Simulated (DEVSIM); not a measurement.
System: Schottky contact on n-type GaP, at 300 K.

Layer 1 from the left is GaP, thickness (μm) 1.00, Nd (cm⁻³) 6.9e13, τn (s) 2.5e-6, τp (s) 2.5e-6.

Left contact: Schottky, work function 5.54 eV, emission velocity 1.2e7 cm/s. Right contact: ohmic. Voltage is applied to the left contact. Recombination: SRH at mid-gap. Mobility is constant in doping.

This is a model device: material constants are rounded textbook-type values typed into the input, and sizes, dopings and lifetimes were drawn at random. Values at 300 K.

GaP: gap (eV) 2.26, affinity (eV) 3.8, permittivity 11.1, Nc (cm⁻³) 1.8e19, Nv (cm⁻³) 1.9e19, μn (cm²/Vs) 250, μp (cm²/Vs) 150.

Simulated with DEVSIM: 1D drift-diffusion, Boltzmann statistics, complete ionisation; no tunnelling, impact ionisation, image-force lowering or self-heating. Metal contacts follow the ideal Schottky-Mott rule: no Fermi-level pinning, no interface dipoles.

Dark forward current:

```csv
|V| (V),|J| (A/cm²)
0.60,4.410e-13
0.65,2.651e-12
0.70,1.668e-11
0.75,1.069e-10
0.80,6.890e-10
0.85,4.433e-9
0.90,2.839e-8
0.95,1.805e-7
1.00,1.137e-6
1.05,7.073e-6
1.10,4.332e-5
1.15,0.0002596
1.20,0.001508
1.25,0.008339
1.30,0.04218
1.35,0.1806
1.40,0.5876
1.45,1.383
1.50,2.491
1.55,3.762
1.60,5.099
1.65,6.460
1.70,7.832
1.75,9.207
1.80,10.59
1.85,11.96
```

Question: Work out the local ideality factor n = ΔV / (kT/q · ln(J2/J1)) between the rows 0.60 and 0.65 V, 0.75 and 0.80 V, 1.80 and 1.85 V.

Answer: kT/q = 25.85 mV. From 0.60 to 0.65 V: ln(2.651e-12/4.410e-13) = 1.794, n = 1.08, near the 1 of diffusion or emission over a barrier. From 0.75 to 0.80 V: ln(6.890e-10/1.069e-10) = 1.863, n = 1.04, near the 1 of diffusion or emission over a barrier. From 1.80 to 1.85 V: ln(11.96/10.59) = 0.122, n = 15.90; the layers' resistance at their doping, Σ W/(qμN) = 0.036 Ω cm², would take 50 mV of this step of 50 mV.

Question: Estimate the current at 0.85 V for emission alone, J0 = q v N_band exp(−φB/kT), and read the barrier back from the simulated current.

Answer: φB = 1.740 eV, N_band = 1.80e19 cm⁻³, J0 = 2.02e-22 A/cm²; J = J0 (exp(qV/kT) − 1) = 3.86e-8 A/cm². The simulation gives 4.43e-9 A/cm²; the estimate lies 770 % above. Read backwards, the simulated current gives an apparent barrier of 1.796 eV. The estimate leaves out transport through the depletion region and minority injection.
